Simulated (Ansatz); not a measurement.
The parent structure is SnO2 in the rutile structure (space group P4_2/mnm, No. 136; a = 4.760 Å, c = 3.201 Å). Axes: x, y, z lie along a, b, c of the conventional cell.

Method: Ansatz (a program for electronic structure) r2SCAN, scalar-relativistic without spin-orbit coupling.

For the base:

The gap character is direct at Γ.

Perturbation: the symmetric strain tensor [-0.0057 0.0041 -0.0103; 0.0041 0.0017 0.0011; -0.0103 0.0011 0.0014]; the atoms relax in the strained cell.

Question: What does the calculation give for the largest internal atomic displacement, gap character and stress after the change?

Answer: The largest internal atomic displacement amounts to 0.013 Å; the gap character is still direct at Γ; the stress (xx, yy, zz, yz, xz, xy; compression positive) comes out as (1.00, 0.43, 0.02, -0.23, 2.07, -1.70) GPa.

No phonon test of stability was made. Labels are those of the standard path for the cell's own space group.
